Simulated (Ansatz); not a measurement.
Take W in the bcc (W type) structure (space group Im-3m, No. 229; a = 3.1693 Å) as the base.

Level of theory: r2SCAN, PAW, 500 eV (Ansatz, a quantum-chemistry and plane-wave program; scalar-relativistic without spin-orbit coupling).

For the base:

| Property | Value |
|---|---|
| Band gap | zero |
| Volume per atom | 15.92 Å³ |

Perturbation: a hydrostatic pressure of 100 GPa.

Task: What happens to the band gap?

Result: The band gap remains zero.

Task: Estimate the effect on the volume per atom.

Result: The volume per atom drops by 2.97 Å³, from 15.92 Å³ to 12.95 Å³.

Load acts through the strain it causes; cell and atoms are relaxed under it. No phonon test of stability was made. Competing high-pressure phases were not computed. All final runs are without spin polarisation.
